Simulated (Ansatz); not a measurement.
Consider CaO in the rock salt structure (space group Fm-3m, No. 225; a = 4.831 Å).

Calculations: PBE/PAW in Ansatz (a first-principles code), spin-orbit coupling left out.

Before the change:

| Item | Result |
|---|---|
| Gap character | indirect, Γ → X |
| Electron mass | 1.4 mₑ along k, 0.44 mₑ across (at X) |
| Lattice parameter a | 4.831 Å |

Now apply this change: a hydrostatic pressure of 5 GPa.

**Question.** Predict the new gap character.

**Answer.** The gap character is still indirect, Γ → X.

**Question.** Estimate the effect on the electron mass.

**Answer.** The electron mass becomes 1.4 mₑ along k, 0.43 mₑ across (at X) (base: 1.4 mₑ along k, 0.44 mₑ across (at X)).

**Question.** How does this affect the lattice parameter a?

**Answer.** The lattice parameter a shrinks by 0.069 Å to 4.762 Å.

Load acts through the strain it causes; cell and atoms are relaxed under it. Effective masses come from finite differences of ±0.01 Å⁻¹. Along k means along the line from Γ to the band edge. Whether these cells are dynamically stable was not tested. Competing high-pressure phases were not computed.
